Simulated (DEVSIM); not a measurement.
System: Cr/Si3N4/n-Si capacitor, at 250 K.

Layer 1 from the left is Si3N4, thickness (nm) 2.50. Layer 2 from the left is Si, thickness (nm) 5000, Nd (cm⁻³) 6.5e14.

Metal gate on the left, work function 4.5 eV. Fixed charge at the semiconductor interface 1.2e11 cm⁻² (in units of +e); no interface traps.

The device is made up for the run: typed textbook-type constants, with dimensions and the other settings drawn at random. Values at 300 K; Nc and Nv go as T^1.5, mobilities as T to minus their exponent, the gap by Varshni's rule with the affinity fixed.

Si3N4: gap (eV) 5.1, affinity (eV) 2.1, permittivity 7.5. Si: gap (eV) 1.124, affinity (eV) 4.05, permittivity 11.7, Nc (cm⁻³) 2.86e19, Nv (cm⁻³) 3.1e19, Varshni α (eV/K) 0.000473, Varshni β (K) 636.

Question: Estimate by hand the flat-band voltage, the threshold voltage, and compare with a numerical solution.

Answer: 
- Flat-band voltage: C = 2.66 μF/cm², work-function difference 0.226 V; VFB = φms − qNf/C = 0.22 V; numerical 0.22 V.
- Threshold voltage: φF = 0.343 V, depletion charge √(4εqNφF) = 1.22e-8 C/cm²; VT = VFB − 2φF − Qd/C = -0.47 V; numerical -0.47 V.

Simulated with DEVSIM: 1D Poisson equation in equilibrium, Boltzmann statistics, complete ionisation; no quantum confinement or tunnelling. Metal contacts follow the ideal Schottky-Mott rule: no Fermi-level pinning, no interface dipoles.
